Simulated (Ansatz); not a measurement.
The starting structures come from a database of crystals and need not be the phases stable at ambient conditions.

The decay constant κ of evanescent states in the gap governs leakage through a thin film.

```
CELL_PARAMETERS angstrom
      5.70798     0.00000     0.00000
      0.00000     8.06973     0.00000
      0.00000     0.00000     8.06973
ATOMIC_POSITIONS crystal
  Cs 0.50000 0.50000 0.00000
  Cs 0.50000 0.00000 0.50000
  Sr 0.50000 0.50000 0.50000
  V  0.00000 0.22240 0.22240
  V  0.00000 0.77760 0.77760
  V  0.00000 0.22240 0.77760
  V  0.00000 0.77760 0.22240
  O  0.24159 0.69393 0.69393
  O  0.75841 0.30607 0.30607
  O  0.24159 0.69393 0.30607
  O  0.75841 0.30607 0.69393
  O  0.24159 0.30607 0.30607
  O  0.75841 0.69393 0.69393
  O  0.24159 0.30607 0.69393
  O  0.75841 0.69393 0.30607
  O  0.00000 0.00000 0.26201
  O  0.00000 0.00000 0.73799
  O  0.00000 0.26201 0.00000
  O  0.00000 0.73799 0.00000
```

The cell is taken as given; by r2SCAN it stands under a pressure of -5.7 GPa.

Transport runs along the normal of the first two printed cell vectors, the (100) plane of the conventional cell.

No gap correction and no spin-orbit coupling; mid-gap is the computed energy nearest the middle.

Give the band gap and the smallest decay constant κ at mid-gap that r2SCAN (Ansatz, a quantum-chemistry and plane-wave program) yields.

Gap 2.78 eV on a 6×4×4 mesh; κ = 0.451 1/Å, at (0.500, 0.000) of the in-plane reciprocal vectors. At the zone centre the slowest state has κ = 0.48 1/Å.
